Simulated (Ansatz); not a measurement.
Take MgS in the rock salt structure (space group Fm-3m, No. 225; a = 5.1292 Å) as the base. Axes: x, y, z lie along the cube axes.

Level of theory: LDA (Ansatz, a program for electronic structure), without spin-orbit coupling.

Strains are applied to the cell and any free atomic positions relax.

One change was made to it. Results:

```tsv
quantity	base	after
smallest direct gap	3.83 eV	3.89 eV
band gap	2.65 eV	2.62 eV
energy relative to the base (free energy F)	0 meV/atom	+0.9 meV/atom
```

Name the change that was made.
A) uniaxial strain ε_zz = +2.50 %
B) uniaxial strain ε_zz = +1.50 %
C) uniaxial strain ε_zz = −1.00 %
D) uniaxial strain ε_zz = −3.00 %
E) uniaxial strain ε_zz = +2.00 %

C, uniaxial strain ε_zz = −1.00 %. For comparison, the band gap in the other runs: uniaxial strain ε_zz = +1.50 % gives 2.55 eV; uniaxial strain ε_zz = +2.50 % gives 2.49 eV; uniaxial strain ε_zz = +2.00 % gives 2.52 eV; uniaxial strain ε_zz = −3.00 % gives 2.56 eV.

No phonon test of stability was made.
